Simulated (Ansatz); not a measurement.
Migration barriers of vacancies in oxides: PBE bands (Ansatz, a quantum-chemistry and plane-wave program, plane waves to 420 eV, PAW, climbing-image NEB) beside the CHGNet universal potential on its own band (it has no charge state). Forward barriers of single hops from the lowest site run, static nuclei, no finite-size correction. The rows are a random draw from the bands that converged and passed our checks of state and shape. Saddle orders were checked for a part of the study's bands only and are not shown. Vacancies start on their lattice site; split forms were not set up. Charge states are imposed. Spin-orbit coupling is left out.

```tsv
Defect	Route	Hop (Å), direction in the unit cell	End over start, densest mesh run (eV)	Cell and PBE mesh	CHGNet k-points	PBE (eV)	CHGNet (eV)
O vacancy in alpha Ga2O3, charge +2	a nearby O jumps into the vacancy	2.68 along (-0.31, -0.34, -0.15)	0.00	120 sites, Γ	none	1.22	1.01
O vacancy in corundum, charge +2	a nearby O jumps into the vacancy	2.53 along (0.06, 0.33, -0.16)	0.00	120 sites, Γ	none	1.69	1.77
O vacancy in monoclinic HfO2, charge +2	a nearby O jumps into the vacancy	2.49 along (0.01, -0.12, 0.45)	0.00	96 sites, Γ	none	0.87	…
O vacancy in alpha Ga2O3, charge +2	a nearby O jumps into the vacancy	2.46 along (-0.56, -0.28, 0.00)	0.00	120 sites, Γ	none	0.66	0.67
Zn vacancy in wurtzite ZnO, charge -2	a nearby Zn jumps into the vacancy	3.18 along (0.00, 0.97, 0.00)	0.00	72 sites, one k-point at (0.125, 0.250, 0.250)	none	1.10	1.02
O vacancy in bixbyite In2O3, charge +2	a nearby O jumps into the vacancy	2.57 along (-0.04, -0.04, 0.24)	0.00	80 sites, one k-point at (0.250, 0.250, 0.250)	none	1.11	0.87
Al vacancy in corundum, charge -3	a nearby Al jumps into the vacancy	2.43 along (-0.29, -0.57, 0.03)	0.00	120 sites, Γ	none	1.49	…
O vacancy in rutile SnO2, charge +2	a nearby O jumps into the vacancy	2.78 along (0.10, -0.47, -0.48)	0.00	72 sites, one k-point at (0.250, 0.250, 0.250)	none	1.25	0.98
```

What belongs in the gaps?


- O vacancy in monoclinic HfO2, charge +2, CHGNet (eV): 0.74
- Al vacancy in corundum, charge -3, CHGNet (eV): 1.23
